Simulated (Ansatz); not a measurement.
# By hand: reaction energy

This concerns the reaction energy. Reaction: GaP (zinc blende) + 1/2 As2 (gas) → GaAs (zinc blende) + 1/2 P2 (gas). Negative: the products are lower in energy.

GaAs (zinc blende, F-43m), 2 atoms in the cell. Conventional cell: a = b = c = 5.7456 Å, α = β = γ = 90.00°.

GaP (zinc blende, F-43m), 2 atoms in the cell. Conventional cell: a = b = c = 5.505 Å, α = β = γ = 90.00°.

Ansatz (a quantum-chemistry and plane-wave program) with PAW potentials; structures come from PBE relaxations, nuclei static, no net charge. Ansatz runs with its default PAW set. Other levels take these structures. The lattices are those relaxed with PBE, so at other levels the solids can be strained, which adds to the spread. A dispersion term (D3(BJ), or D4 for r2SCAN) was computed beside these levels and is taken off wherever the name lacks it. The state moves with the level: GaAs (zinc blende) is free of partly filled levels with r2SCAN+D4 but metallic or partly filled with PBE.

Total energies of the cells in eV, at zero smearing width. They compare only within one column; the weights balance every element.

```json
[
 {"cell": "GaAs (zinc blende)", "atoms": "2", "weight": "+2", "PBE": "-8639.85957", "r2SCAN+D4": "-8656.01525"},
 {"cell": "GaP (zinc blende)", "atoms": "2", "weight": "−2", "PBE": "-4539.55941", "r2SCAN+D4": "-4550.75886"},
 {"cell": "P2 (gas)", "atoms": "2", "weight": "+1", "PBE": "-1509.65914", "r2SCAN+D4": "-1516.45497"},
 {"cell": "As2 (gas)", "atoms": "2", "weight": "−1", "PBE": "-9710.55347", "r2SCAN+D4": "-9727.27390"}
]
```

PBE: 2 × (-8639.85957) − 2 × (-4539.55941) + (-1509.65914) − (-9710.55347) = 0.294 eV; dividing by 2 gives 0.15 eV.

r2SCAN+D4: 2 × (-8656.01525) − 2 × (-4550.75886) + (-1516.45497) − (-9727.27390) = 0.306 eV; dividing by 2 gives 0.15 eV.

What follows from the PBE value: Per mole of the reaction as written, 0.147 eV × 96.485 = 14.2 kJ.
